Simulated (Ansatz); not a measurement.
Where the default PAW files enter, the runs use the earlier of Ansatz's two default sets.

The decay constant κ of evanescent states in the gap governs leakage through a thin film.

Consider the following.

```
FeS2
1.0
    5.50476     0.00000     0.00000
    0.00000     7.78490     0.00000
    0.00000     3.89245     3.89245
Fe S
4 8
Direct
  0.50000   0.00000   0.50000
  0.00000   0.50000   0.00000
  0.50000   0.50000   0.50000
  0.00000   0.00000   0.00000
  0.11462   0.61462   0.50000
  0.88538   0.38538   0.50000
  0.61462   0.88538   0.00000
  0.38538   0.11462   0.00000
  0.88538   0.11462   0.27076
  0.11462   0.88538   0.72924
  0.38538   0.38538   0.22924
  0.61462   0.61462   0.77076
```

Space group of this cell: Pa-3. The cell is strained (all lengths scaled by 1.02); by PBEsol its mean pressure is -14.1 GPa.

Transport runs along the normal of the first two printed cell vectors, the (110) plane of the conventional cell.

The gap is the functional's own, uncorrected, and κ follows it; spin-orbit coupling is left out. Mid-gap values are interpolated between the computed energies.

Q: Estimate the band gap and the smallest decay constant κ at mid-gap that PBEsol in Ansatz (a program for electronic structure) returns for this system.

A: Gap 0.60 eV on a 8×8×8 mesh; κ = 0.169 1/Å, at the zone centre.
